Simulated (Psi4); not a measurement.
Psi4 1.11, TPSS/def2-svp: W(NMe)(S)(Br)(Me) (C[N]=[W]([CH3])(=[S])[Br]), 12 atoms. The geometry is a generated start, not checked to be a minimum at this level.

```
Quantity                                             Result
--------------------------  -------------------------------
task                                                 energy
method                                                 tpss
basis                                              def2-svp
memory                                                 3 GB
maxiter                                                 100
keys of the molecule block                      symmetry c1
scf_type                                       df (default)
guess                        auto, which took SAD (default)
scf_initial_accelerator                     adiis (default)
e_convergence                               1e-06 (default)
d_convergence                               1e-06 (default)
dft_radial_points                              75 (default)
dft_spherical_points                          302 (default)
effective core potentials   those of the basis set, past Kr
basis functions                                         154
grid points                                          257984
```

```xyz
12

W     -0.8331    -0.0425     0.7056
N      0.1090    -0.9019    -0.5281
C      0.9770    -1.7402    -1.2499
H      0.9354    -1.5286    -2.3260
H      2.0097    -1.5994    -0.9048
H      0.6989    -2.7920    -1.0949
S     -0.1715    -0.6193     2.7064
Br    -3.2238    -0.1518     0.5009
C     -0.1812     2.0377     0.5589
H      0.8597     2.2758     0.8144
H     -0.8201     2.6073     1.2683
H     -0.3599     2.4548    -0.4508
```

Charge 0 and multiplicity 1 are set for this test and not shown to be the ground state.

One run each on 2 threads. Values of diis_max_vecs tried: 3, 6, 10 (default), 20.

### Question
Predict the course of the SCF iterations along this series.

### Answer
Fewest SCF iterations, within one of each other: 10 (default) with 13, 20 with 13. The count rises to 15 at 6. The run ends without SCF convergence in 100 iterations at 3.

| diis_max_vecs | SCF iterations | end |
|---|---|---|
| 3 | 100 | no convergence |
| 6 | 15 | same solution |
| 10 (default) | 13 | same solution |
| 20 | 13 | same solution |
